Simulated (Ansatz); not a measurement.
## ScBeNO (model structure, started from the LaZnOP type, P4/nmm, No. 129, 8 atoms in the cell)

All values below come from r²SCAN in Ansatz (plane waves, PAW).

Numerical settings: plane-wave cutoff 560 eV, 10×10×6 k mesh (along the axes of the cell as run), Fermi–Dirac smearing 0.01 eV, scalar-relativistic PAW data made under PBE.

Cell (relaxed at this level):

Space group P4/nmm, origin choice 1 (No. 129); a = 3.3294 Å, b = 3.3294 Å, c = 6.8957 Å, α = 90.00°, β = 90.00°, γ = 90.00°

```tsv
atom	site	symmetry	x	y	z
Sc	2c	4mm	0.5000	0.0000	0.1619
Be	2b	-4m2	0.5000	0.5000	0.5000
N	2c	4mm	0.0000	0.5000	0.3913
O	2a	-4m2	0.0000	0.0000	0.0000
```

```json
{
 "band_gap": "3.17 eV (on the SCF k mesh)",
 "Γ–Γ gap": "4.25 eV",
 "bulk modulus B0": "144 GPa"
}
```

Note: the bulk modulus is −V dP/dV from two relaxed cells at ±2 % in volume; the relaxation could raise the start's symmetry but not lower it, so the cell can be a saddle point.

Computed values are for the static lattice.

Computing time: around 9 core-minutes (rough).

A model structure was made by putting elements into a prototype or built by hand; it is no filed structure, need not be a known phase, and can be a saddle point held by its symmetry.

Ansatz is an electronic-structure program.
